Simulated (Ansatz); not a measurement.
Consider a periodic stack without vacuum, rock-salt TiN (1 1 1) on rock-salt MgO (1 1 1) (film strained to the substrate, faces as cut): substrate slab Mg6O5, film N4Ti4, surface cells [[0, -1], [1, -1]] and [[0, -1], [1, -1]], film strained by +0.2 and +0.2 %, faces Mg/Mg and N/Ti as cut (like faces can put a slab off its formula). Its start:

```
CELL_PARAMETERS angstrom
      3.00776     0.00000     0.06705
      1.50388     2.60480     0.09389
      0.20587     0.38657    24.96639
ATOMIC_POSITIONS crystal
  Mg 0.63065 0.30392 0.05058
  Mg 0.95558 0.59306 0.15232
  Mg 0.28618 0.89103 0.25027
  Mg 0.61232 0.18856 0.34892
  Mg 0.93396 0.48501 0.44728
  Mg 0.25385 0.77573 0.54719
  O  0.29151 0.94376 0.10363
  O  0.62102 0.24211 0.20085
  O  0.95012 0.54017 0.29881
  O  0.27390 0.83757 0.39705
  O  0.59494 0.13313 0.49503
  N  0.91441 0.41889 0.60031
  N  0.23832 0.71134 0.69785
  N  0.56088 0.00647 0.79633
  N  0.88231 0.29931 0.89621
  Ti 0.57575 0.06462 0.64697
  Ti 0.90038 0.35936 0.74593
  Ti 0.22214 0.65383 0.84396
  Ti 0.54166 0.94772 0.93814
```

The start was prepared with a machine-learned potential, and the result is one local minimum, with the in-plane cell held and forces under 0.04 eV/Å; the film can end far from its bulk form.

Level of theory: PBE (plane waves to 420 eV, PAW; Ansatz, an electronic-structure program). No spin–orbit coupling; the runs are not spin-polarised; PBE gaps are too small against experiment. Its k-point mesh 12×12×1, Fermi–Dirac width 0.05 eV.

Predict the relaxed interface.

The interface area comes out as 7.8 Å². The period is 24.67 Å and the gaps between the outermost planes at the two interfaces is 1.33 and 2.59 Å. The Mg–Ti contacts across the interfaces within 1.22 times the sum of covalent radii comes out as 6, mean 3.08 Å and the Mg–N contacts across the interfaces within 1.22 times the sum of covalent radii is 3, mean 2.19 Å. The estimate of the barrier comes out as withheld, since the two interfaces are unlike and the slope of the mean potential energy in the substrate comes out as +8.0 MV/cm × e.
